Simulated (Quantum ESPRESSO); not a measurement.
**Several settings converged on Co (P-3m1, 2 atoms in the cell)**

```
Co
1.0
    2.52255     0.00000     0.00000
   -1.26127     2.18459     0.00000
    0.00000     0.00000     4.09035
Co
2
Cartesian
  0.00000   1.45640   1.07259
  1.26128   0.72820   3.06776
```
Moments meant for the start (each program seeds them in its own way; μB, in the order of the atoms Co Co): 2.0 2.0.

Base method: LDA (PZ), PSlibrary PAW (LDA) pseudopotentials (plane waves; Quantum ESPRESSO 7.5).

Base settings: ecutwfc = 55 Ry; ecutrho = 330 Ry; occupations = smearing; smearing = fd; degauss = 0.0073499 Ry; nspin = 2; potentials = {Co: Co.pz-n-kjpaw_psl.1.0.0.UPF}; K_POINTS = automatic 7 7 4 0 0 0; conv_thr = 1e-11 Ry; mixing_beta = 0.3.

The count of work is k-points × plane waves × bands × iterations; it is no time. Core times come from one kind of shared machine, to one figure; runs under 30 s give none.

**The k-point mesh**

The second cell is the first with its lattice scaled by 0.98.

Only quantities that move along the ladder and can be compared are tabulated.

```csv
K_POINTS,free energy less the last step's (meV/atom),energy of the compressed cell less the first (meV/atom),pressure (GPa),largest difference of a force vector from the last step's (eV/Å),net moment (μB/atom),count of work / last
automatic 3 3 2 0 0 0,108.65,-61.71,-19.51,0.219,1.750,0.030
automatic 4 4 3 0 0 0,-7.09,-81.33,-25.44,0.015,1.490,0.041
automatic 6 6 3 0 0 0,-25.89,-78.04,-24.56,0.022,1.600,0.064
automatic 7 7 4 0 0 0,12.36,-78.85,-24.47,0.012,1.565,0.12
automatic 8 8 4 0 0 0,-2.83,-76.16,-24.19,0.004,1.595,0.16
automatic 16 16 9 0 0 0,0.00,-78.30,-24.51,0.000,1.570,1.0
```

Coarsest K_POINTS that holds the net moment within 0.05 μB/atom of the last step, with all finer ones: automatic 6 6 3 0 0 0, at 0.064 of the last step's count of work; the step before is off by 0.080 μB/atom.

**The k-point mesh at a smearing width of 0.05 eV**

In this ladder: degauss = 0.0036749 Ry.

Only quantities that move along the ladder and can be compared are tabulated.

```csv
K_POINTS,free energy less the last step's (meV/atom),pressure (GPa),largest difference of a force vector from the last step's (eV/Å),net moment (μB/atom),count of work / last,core time / last (rough)
automatic 5 5 3 0 0 0,26.09,-22.47,0.010,1.740,0.030,–
automatic 8 8 4 0 0 0,-3.18,-24.43,0.003,1.595,0.071,–
automatic 11 11 6 0 0 0,-2.43,-25.02,0.012,1.555,0.20,0.3
automatic 16 16 9 0 0 0,0.76,-24.78,0.004,1.570,0.61,0.6
automatic 20 20 11 0 0 0,0.00,-24.45,0.000,1.590,1.0,1
```

State of the net moment at the end of the ladder: still drifting one way, by 0.035 μB/atom over the last two steps, so the last step is no safe reference.

**The SCF threshold**

The mesh stays at the base's, so the ladder's end is converged at best in this setting alone.

Only quantities that move along the ladder and can be compared are tabulated.

```tsv
conv_thr	free energy less the last step's (meV/atom)	largest difference of a force vector from the last step's (eV/Å)	count of work / last
0.0073 Ry	17.75	0.281	0.10
7.3e-05 Ry	0.10	0.003	0.35
7.3e-07 Ry	0.00	0.008	0.50
1e-11 Ry	0.00	0.000	0.80
7.3e-14 Ry	0.00	0.000	1.0
```

Coarsest conv_thr that holds the forces within 0.01 eV/Å of the last step, with all finer ones: 7.3e-05 Ry, at 0.35 of the last step's count of work; the step before is off by 0.28 eV/Å.

Coarsest conv_thr that holds the free energy within 5 meV/atom of the last step, with all finer ones: 7.3e-05 Ry, at 0.35 of the last step's count of work; the step before is off by 18 meV/atom.

On the base run: the starting cell has typed, rounded lattice constants, without a prior relaxation at this level. Its lattice was rescaled by up to half a per cent. One atom was moved a little off its site on purpose. The magnetic order is the one reached from the typed start; others were not searched systematically. In the base run, with a pressure of about -24 GPa the cell is away from its equilibrium volume at this level. Without a gap this mesh is coarse (it stands for a supercell whose shortest vector is 16 Å).
